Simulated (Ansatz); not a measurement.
ZnS (P3m1, No. 156, 20 atoms in the cell; start mp-557308; a measured phase of this formula has another space group) was calculated with r²SCAN in Ansatz (plane waves, PAW).

Settings: plane-wave cutoff 560 eV, 12×12×2 k mesh (along the axes of the cell as run), Fermi–Dirac smearing 0.01 eV, scalar-relativistic PAW data made under PBE.

Cell (relaxed at this level):

```xyz
20
Lattice="3.8097 0.0000 0.0000 -1.9048 3.2993 0.0000 0.0000 0.0000 31.1363" Properties=species:S:1:pos:R:3 pbc="T T T"
Zn     0.0000     0.0000    18.6788
Zn     1.9048     1.0998     6.2311
Zn     1.9048     1.0998    24.9067
Zn     0.0000     2.1995    21.7903
Zn     0.0000     0.0000     9.3430
Zn     0.0000     0.0000     0.0029
Zn     0.0000     2.1995    28.0235
Zn     1.9048     1.0998    15.5669
Zn     0.0000     2.1995     3.1199
Zn     0.0000     2.1995    12.4550
S      0.0000     0.0000     2.3405
S      0.0000     0.0000    21.0123
S      0.0000     2.1995    30.3563
S      0.0000     2.1995    14.7885
S      1.9048     1.0998    17.9005
S      0.0000     2.1995    24.1238
S      1.9048     1.0998     8.5648
S      0.0000     2.1995     5.4530
S      0.0000     0.0000    11.6766
S      1.9048     1.0998    27.2444
```

Q: Predict the band gap.

A: 
band gap: 2.72 eV (direct)

The computed numbers hold no vibrational or temperature effects.

Cost on a shared machine: about 7 core-minutes (a rough figure).

A start named mp-… is a Materials Project structure, which need not be a measured phase.

Ansatz is a first-principles code.
